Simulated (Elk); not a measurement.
Convergence study of the k-point mesh for Sb (R-3m, 2 atoms in the cell)

```xyz
2
Lattice="3.9771 -2.1658 0.0000 3.9771 2.1658 0.0000 2.7977 0.0000 3.5610" Properties=species:S:1:pos:R:3 pbc="T T T"
Sb     2.5581     0.0000     0.8472
Sb     8.2414     0.0000     2.7295
```

Level of theory: PBEsol, all-electron FP-LAPW, Elk's shipped species files, default APW+lo basis run with Elk.

Base settings: xctype = 22; rgkmax = 7; stype = 3; swidth = 0.00367493 Ha; ngridk = 6 6 6.

The second cell is the first with its lattice scaled by 0.98.

Only quantities that move along the ladder and can be compared are tabulated.

The starting cell has typed, rounded lattice constants, without a prior relaxation at this level. Its lattice was rescaled by up to half a per cent. One atom was moved a little off its site on purpose. Values depend on the basis (sphere radii, cutoffs, local orbitals), which need not be converged.

```tsv
ngridk	free energy less the last step's (meV/atom)	energy of the compressed cell less the first (meV/atom)
2 2 2	991.20	80.36
3 3 3	-53.04	18.29
4 4 4	-22.91	-0.70
5 5 5	-20.40	3.15
6 6 6	-6.61	-0.60
7 7 7	-10.48	3.45
8 8 8	-5.12	0.57
9 9 9	-4.05	1.64
11 11 11	-2.22	0.69
12 12 12	-0.46	0.54
13 13 13	-1.26	1.87
15 15 15	-0.39	1.25
16 16 16	-0.32	1.66
18 18 18	0.13	1.47
20 20 20	-0.08	1.80
22 22 22	0.00	1.78
```

Coarsest ngridk that holds the free energy within 0.5 meV/atom of the last step, with all finer ones: 15 15 15; the step before is off by 1.3 meV/atom.

Coarsest ngridk that holds the energy of the compressed cell less the first within 0.2 meV/atom of the last step, with all finer ones: 20 20 20; the step before is off by 0.32 meV/atom.

The energy difference between the two cells stays within 1 meV/atom of the last step's from 13 13 13 on, the total only from 15 15 15 on: much of the error is common to both cells and cancels.

Two neighbours can agree and both be off: 11 11 11 and 12 12 12 differ by 0.15 meV/atom in the energy of the compressed cell less the first, yet lie about 1.2 meV/atom from the last step.
